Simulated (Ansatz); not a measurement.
The starting structures come from a database of crystals and need not be the phases stable at ambient conditions.

 Where the default PAW files enter, the runs use the earlier of Ansatz's two default sets.

Inside the gap of an insulator the Bloch states are evanescent, with a wavenumber k + iκ along the transport direction.

Consider the following.

```
KRb2ScF6
1.0
    6.35641     0.00000     0.00000
    0.16693     6.35422     0.00000
    3.09474    -3.17711     4.43525
K Rb Sc F
1 2 1 6
Cartesian
  3.26167   3.17711   0.00000
  3.17820   0.00000   2.21762
  6.43987   3.17711   2.21762
  0.00000   0.00000   0.00000
  3.62205   2.80713   2.48609
  5.99603   0.36997   1.94916
  1.52697   4.95797   0.51648
  8.09110  -1.78086   3.91876
  5.07339   4.94186   0.00000
  1.44994   1.41235   0.00000
```

Space group of this cell: I4/m. The cell is taken as given.

Transport runs along the normal of the first two printed cell vectors, the (110) plane of the conventional cell.

The gap is the functional's own, uncorrected, and κ follows it; spin-orbit coupling is left out. Mid-gap values are interpolated between the computed energies.

Question: Compute, with r2SCAN (Ansatz, a quantum-chemistry and plane-wave program), the band gap and the smallest decay constant κ at mid-gap.

Answer: Gap 7.62 eV on a 8×8×8 mesh; κ = 0.531 1/Å, at the zone centre.
